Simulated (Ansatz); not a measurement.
Start from GaP in the zinc blende structure (space group F-43m, No. 216; a = 5.3914 Å). Axes: x, y, z lie along the cube axes.

All numbers come from LDA, PAW, 420 eV (Ansatz, an electronic-structure program; without spin-orbit coupling).

Modification: uniaxial strain ε_zz = +2.50 %, all other strain components held at zero; the atoms relax in the strained cell.

### Question
Predict the stress tensor and what it implies for the stiffness.

### Answer
Stress of the strained cell less that of the base (GPa, compression positive):
```
  -1.44    0.00    0.00
   0.00   -1.44    0.00
   0.00    0.00   -3.46
```

Then −Δσ_ii/ε with ε = 0.0250 gives secant stiffness values (nonlinear terms included at this strain): C33 ≈ 138 GPa, C13 ≈ 58 GPa and C23 ≈ 58 GPa.

As a check, the harmonic strain energy −½ V₀ Δσ:ε is 5.3 meV/atom; the computed energy rise is 5.4 meV/atom.

Stability against distortions was not tested.
